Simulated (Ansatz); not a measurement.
Zinc-blende BeS was calculated with PBEsol (plane waves, PAW; Ansatz, a quantum-chemistry and plane-wave program).

Excerpt of the program's output:

```
Crystal: 2 atoms, lattice volume = 28.871 Å³
Basis set: ecut = 520 eV, 749 PW (Γ), exchange–correlation on 54×54×54 points (8 copies of the dense FFT grid, shifted against one another)
Bands: 8, of which v1, the nominal top of the filled ones, is band 4 counted from 1 (3 counted from 0)
Symmetry: 24 space group operations
Space group: F-43m (ITA 216), of the structure as read, at distance tolerance 3.1e-5 Å
k-points: 72 of 1728 (time reversal used)
Functional: x = pbesol(κ = 0.804, μ = 0.12345679012345678), c = pbesol(β = 0.046)
SCF iter   1: F=—  HF=-977.442511 eV  |F-HF|=—  |Δ(HF+E_count)|=         —  Δρ=3.42e-3  dr2=4.68e-3
SCF iter   2: F=—  HF=-977.441089 eV  |F-HF|=—  |Δ(HF+E_count)|=   1.42e-3  Δρ=1.14e-3  dr2=4.09e-4
  ...
SCF iter   5: F=—  HF=-977.441154 eV  |F-HF|=—  |Δ(HF+E_count)|=   1.40e-6  Δρ=3.65e-5  dr2=5.28e-7
SCF iter   6: F=-977.441154 eV  HF=-977.441154 eV  |F-HF|=1.24e-10  |Δ(HF+E_count)|=   1.88e-7  Δρ=7.21e-7  dr2=6.52e-11
SCF 1 converged in 6 iterations: F = -977.441154 eV  dr2 = 6.52e-11
SCF converged after 6 iterations
Free energy (F): -977.441154 eV
Internal energy: -977.441154 eV  (E = F + TS)
E sigma→0 (E₀):  -977.441154 eV
Fermi energy:    6.637710 eV
--- Stress (GPa, compression-positive) ---
       -1.840200       0.000000      -0.000000
       -0.000000      -1.840200       0.000000
       -0.000000       0.000000      -1.840200
  P = ⅓ Tr σ = -1.8402 GPa (-18.402 kbar)
```

Write an input file that produces this run.

Several could match; the one computed here: 
Ansatz 0.2 input:
```yaml
crystal:
  lattice:
    - [0.0, 2.4348800006, 2.4348800006]
    - [2.4348800006, 0.0, 2.4348800006]
    - [2.4348800006, 2.4348800006, 0.0]
  atoms:
    - { symbol: Be, position: [0.0, 0.0, 0.0] }
    - { symbol: S, position: [0.25, 0.25, 0.25] }
basis:
  ecutwfc: 520
  ecutrho_ratio: 4
  xc_grid: 2
kpoints:
  mp_grid: { grid: [12, 12, 12] }
hamiltonian:
  xc: pbesol
  dispersion: none
  pseudopotentials: { kind: paw }
scf:
  occupations: { method: fermi_dirac, width: 0.01 }
  convergence: { dr2_threshold: 0.0000000002 }
output:
  forces: true
  stress: true
  eigenvalues: true
```

The cell is one volume of an energy–volume scan, off the minimum.

The PAW data were made under PBE.
